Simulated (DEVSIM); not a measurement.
Device: abrupt GaAs n-p junction, at 300 K.

Layer 1 from the left is GaAs, thickness (μm) 47.0, Nd (cm⁻³) 3.2e16, τn (s) 7e-9, τp (s) 7e-9. Layer 2 from the left is GaAs, thickness (μm) 230, Na (cm⁻³) 9.8e16, τn (s) 7e-9, τp (s) 7e-9.

Left contact: ohmic. Right contact: ohmic. Voltage is applied to the left contact. Recombination: SRH at mid-gap, radiative. Mobility is μmin + (μ − μmin)/(1 + (N/Nref)^α).

The device is made up for the run: typed textbook-type constants, with dimensions and the other settings drawn at random. Values at 300 K.

GaAs: gap (eV) 1.424, affinity (eV) 4.07, permittivity 12.9, Nc (cm⁻³) 4.7e17, Nv (cm⁻³) 9e18, μn (cm²/Vs) 8500, μp (cm²/Vs) 400, μn,min 500, μp,min 20, Nref,n 6e16, Nref,p 1.5e17, αn 0.39, αp 0.38, B (cm³/s) 2e-10.

Task: Estimate by hand the built-in potential, the peak field at zero bias, the capacitance at 3 V, and compare with a numerical solution.

Result: 
- Built-in potential: ni = √(Nc Nv) exp(−Eg/2kT) = 2250000 cm⁻³ with Eg = 1.424 eV; Vbi = kT/q ln(Na Nd/ni²) = 1.238 V; numerical 1.238 V.
- Peak field at zero bias: depletion approximation: W = √(2εVbi/(qN)) = 0.270 μm with N = 2.41e16 cm⁻³; field = 2Vbi/W = 91500 V/cm; numerical 89600 V/cm (estimate above by 2.1 %).
- Capacitance at 3 V: C = √(qεN / 2(Vbi + |V|)) = 22.8 nF/cm²; numerical 23.0 nF/cm² (estimate below by 0.62 %).

Model (solved in DEVSIM): 1D drift-diffusion, Boltzmann statistics, complete ionisation; no tunnelling, impact ionisation, image-force lowering or self-heating.
